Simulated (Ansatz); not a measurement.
Input:

```
GaN
1.0
    3.11701     0.00000     0.00000
    0.00000     3.11701     0.00000
    1.55850    -1.55850     2.29670
Ga N
1 1
Direct
  0.00000   0.00000   0.00000
  0.75000   0.75000   0.50000
```

No spin polarisation.

The values are results of PBEsol in Ansatz (plane waves to 420 eV, PAW, no SOC), not measurements. Settings: 13×13×13 k-points, 0.05 eV Fermi–Dirac smearing.

Q: What is the computed electron mass?

A: 0.17 mₑ out of plane, 0.16 mₑ in plane (at Γ).

Q: What is the computed valence-band top at Γ (three highest levels, from the VBM)?

A: 0.00, 0.00, -0.21 eV.

Q: Predict the band gap.

A: 1.75 eV.

The cells carry an imposed strain or load. Effective masses come from finite differences of ±0.01 Å⁻¹. Whether these cells are dynamically stable was not tested. The cell was made from GaN in the zinc blende structure (space group F-43m, No. 216) by this change: biaxial strain −2.00 %, plane normal [001], relaxed out of plane. This is not the structure that GaN has at room temperature and ambient pressure.

Ansatz is an electronic-structure program.
